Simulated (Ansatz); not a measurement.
Base system: Si in the diamond structure (space group Fd-3m, No. 227; a = 5.434 Å). Axes: x, y, z lie along the cube axes.

It is then changed as follows: biaxial strain −2.62 %, plane normal [001], relaxed out of plane (Cartesian); in-plane vectors clamped, the third vector and the atoms free.

Levels (all Ansatz, a program for electronic structure, PAW): PBEsol (420 eV, no spin-orbit coupling); r2SCAN (500 eV, no SOC); HSE06 (420 eV, no spin-orbit coupling).

At the geometry relaxed with PBEsol, these levels gave the following band gaps, in shuffled order: (a) 0.43 eV, (b) 0.80 eV, (c) 0.15 eV.

Question: Match each gap to its level.

Answer: (a) r2SCAN; (b) HSE06; (c) PBEsol.

Single points use the geometry relaxed with PBEsol. HSE06 was sampled on its mesh, a few special points and the semilocal edge points, so its gap is an upper bound. Whether these cells are dynamically stable was not tested. A zero or small gap of Si under biaxial strain −2.62 %, plane normal [001], relaxed out of plane can be the functional's error rather than a property of the material.
